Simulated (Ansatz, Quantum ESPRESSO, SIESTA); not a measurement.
V3Sn (P1, 8 atoms in the cell) computed with different codes at matched settings

Self-consistent single point, at a second geometry (atoms moved at random). First geometry:

```
CELL_PARAMETERS angstrom
      4.81661     0.00000     0.00000
      0.00000     4.81661     0.00000
      0.00000     0.00000     4.81661
ATOMIC_POSITIONS crystal
  V  0.50000 0.25000 0.00000
  V  0.50000 0.75000 0.00000
  V  0.25000 0.00000 0.50000
  V  0.75000 0.00000 0.50000
  V  0.00000 0.50000 0.25000
  V  0.00000 0.50000 0.75000
  Sn 0.50000 0.50000 0.50000
  Sn 0.00000 0.00000 0.00000
```

Second geometry:
```
V3Sn
1.0
    4.81661     0.00000     0.00000
    0.00000     4.81661     0.00000
    0.00000     0.00000     4.81661
V Sn
6 2
Direct
  0.49719   0.25792   0.99142
  0.49617   0.76279   0.00073
  0.24719   0.99824   0.49366
  0.74096   0.99352   0.48752
  0.01492   0.50667   0.24581
  0.99645   0.49012   0.75876
  0.50007   0.49990   0.51589
  0.00706   0.99083   0.00623
```

Shared settings, as Ansatz (a program for electronic structure) writes them: kpoints.mp_grid.grid = 5 5 5; scf.occupations.method = fermi_dirac; scf.occupations.width = 0.1 eV. Potentials and cutoffs stand in the table.

| code | model | ΔF from the first geometry (meV/atom) | pressure (GPa) | largest force (eV/Å) | cutoff |
|---|---|---|---|---|---|
| Quantum ESPRESSO | LDA (PZ), GBRV 1.5 ultrasoft (LDA) pseudopotentials | 28.9 | 4.36 | 1.550 | 50 Ry |
| SIESTA | LDA PW92, numerical atomic orbitals DZP, PseudoDojo LDA standard norm-conserving potentials (rewritten from UPF to PSML) | 28.7 | 2.99 | 1.589 | grid 400 Ry |
| Ansatz | LDA (PW92), PAW files made with PBE | 28.7 | 5.26 | 1.543 | 420 eV |

Size of the force on each atom (eV/Å): Sizes of forces hide their directions.

| code | V1 | V2 | V3 | V4 | V5 | V6 | Sn7 | Sn8 |
|---|---|---|---|---|---|---|---|---|
| Quantum ESPRESSO | 1.093 | 0.804 | 0.632 | 0.779 | 0.809 | 0.376 | 1.432 | 1.550 |
| SIESTA | 1.096 | 0.829 | 0.618 | 0.764 | 0.794 | 0.395 | 1.473 | 1.589 |
| Ansatz | 1.090 | 0.800 | 0.629 | 0.776 | 0.803 | 0.372 | 1.427 | 1.543 |

On Ansatz's run: spin polarisation is off.

The spread over the programs that give each value: ΔF from the first geometry within 0.2 meV/atom; pressure within 2.27 GPa; largest force within 0.046 eV/Å.

SIESTA uses small atom-centred bases, whose incompleteness enters pressures, forces and empty levels differently from a plane-wave cutoff. Ansatz's pressure is given at a fixed set of plane waves, as the other plane-wave codes print theirs; with its correction for the finite basis it is 5.37 GPa. The same LDA comes in different parametrisations, which differ slightly. In the pressure, SIESTA (by 1.82) lies more than 1 GPa from the median of the plane-wave programs.

The starting cell comes from a database of computed structures (which also holds hypothetical and non-ambient phases and stackings), without a prior relaxation at this level. Its lattice was rescaled by a random factor within 2.5 % of one. For this run, on top of that: atoms moved at random.

Keys are those of Ansatz 0.2.
